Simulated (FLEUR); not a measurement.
Input and output of a self-consistent single point for Y2Ge3 (P-6m2, 5 atoms in the cell) (FLEUR).

Method of the run: LDA (Perdew-Zunger), all-electron FLAPW (FLEUR), scalar-relativistic valence.

```
Y2Ge3
1.0
    4.39243     0.00000     0.00000
   -2.19622     3.80396     0.00000
    0.00000     0.00000     7.10729
Y Ge
2 3
Direct
  0.00000   0.00000   0.72993
  0.00000   0.00000   0.27007
  0.33333   0.66667   0.00000
  0.66667   0.33333   0.50000
  0.66667   0.33333   0.00000
```

Reference input (self-consistent single point, DFT, PBEsol, all-electron FLAPW (FLEUR), scalar-relativistic valence): Kmax = 3.8 1/bohr; GmaxXC = 15.2 1/bohr; xcFunctional = PBEs; jspins = 1; l_soc = F; mode = hist; fermiSmearingEnergy = 0.00367493 Htr; mesh (inpgen div1-3) = 7 7 4; inpgen gamma flag = true; Gmax = 15.2 1/bohr; numbands = 0; maxIterBroyd = 25. This run's input differs from it in these lines:

```diff
@@ -17,3 +17,3 @@
 &comp jspins=1 /
-&exco xctyp='PBEs' /
+&exco xctyp='pz' /
 &kpt div1=7 div2=7 div3=4 gamma=t /
@@ -30,3 +30,3 @@
       <coreElectrons ctail="T" frcor="F" kcrel="0" coretail_lmax="0"/>
-      <xcFunctional name="PBEs" relativisticCorrections="F"/>
+      <xcFunctional name="pz" relativisticCorrections="F"/>
       <magnetism jspins="1"/>
```

Output, abridged:

```
 Iteration:     1   Distance:       4.53459919 me/bohr^3
 Iteration:     2   Distance:       4.12338655 me/bohr^3
 Iteration:     3   Distance:       2.20010652 me/bohr^3
 Iteration:     4   Distance:       1.42744472 me/bohr^3
 Iteration:     5   Distance:       1.17853656 me/bohr^3
   [... 10 lines left out ...]
 Iteration:    16   Distance:       0.00006948 me/bohr^3
 Iteration:    17   Distance:       0.00002650 me/bohr^3
 Iteration:    18   Distance:       0.00001138 me/bohr^3
 Iteration:    19   Distance:       0.00000578 me/bohr^3
 Reset of history
 Run finished successfully
 Stop message:
   Structural relaxation: new displacements generated

[file out, last iteration]
             iter=     20
[...]
          total density-effective poten   -2.1002022628E+04
          total charge density-energy d   -4.4219429768E+02
 Updated energy parameters for spin:           1
[...]
 fermi energy and band-weighting factors:
    0.654636

[...]
FERMIE:
          first approx. to ef    (T=0)  :   0.271084 htr   (energy of the highest occ. eigenvalue)
          number of occ. states  (T=0)  :        768
          first approx. to seigv (T=0)  : -27.917726 htr
          sum of weights of occ. states :  32.000000
          sum of semicore charge        :   0.000000 e
FERHIS:  Fermi-Energy by histogram:
          bandgap                     :   0.002145 htr
   [... lines left out ...]
          charge neutrality (T=0)     :   0.000000    (zero if the highest occ. eigenvalue is "entirely" occupied)
     EF_NEWTON:  Adjust Fermi-Energy by Newton-Method.
 Direct bandgap for spin            1 :    1.0419924288422422E-002  Htr
 ---->    free energy=                    -13052.5100883641 htr
   [... lines left out ...]
 TOTAL FORCE FOR ATOM TYPE=  2  X=  4.150   Y= -2.396   Z=  0.000
                       FX_TOT= 0.000000 FY_TOT= 0.000000 FZ_TOT= 0.000000
 TOTAL FORCE FOR ATOM TYPE=  3  X= -4.150   Y=  2.396   Z=  6.715
                       FX_TOT= 0.000000 FY_TOT= 0.000000 FZ_TOT= 0.000000
 TOTAL FORCE FOR ATOM TYPE=  4  X= -4.150   Y=  2.396   Z=  0.000
                       FX_TOT= 0.000000 FY_TOT= 0.000000 FZ_TOT= 0.000000
```

The run converged in 19 iterations. FLEUR gives forces in its relaxation mode, with a further iteration, so its stop message speaks of a relaxation. Against the reference run the largest force goes from 0.194 to 0.165 eV/Å.

The starting cell comes from a database of computed structures (which also holds hypothetical and non-ambient phases and stackings), without a prior relaxation at this level. Values depend on the basis (sphere radii, cutoffs, local orbitals), which need not be converged. The log's line on a gap gives a spacing of levels on this mesh, which the program prints for metals too.

Cost on one core of a shared machine: roughly 5 min.
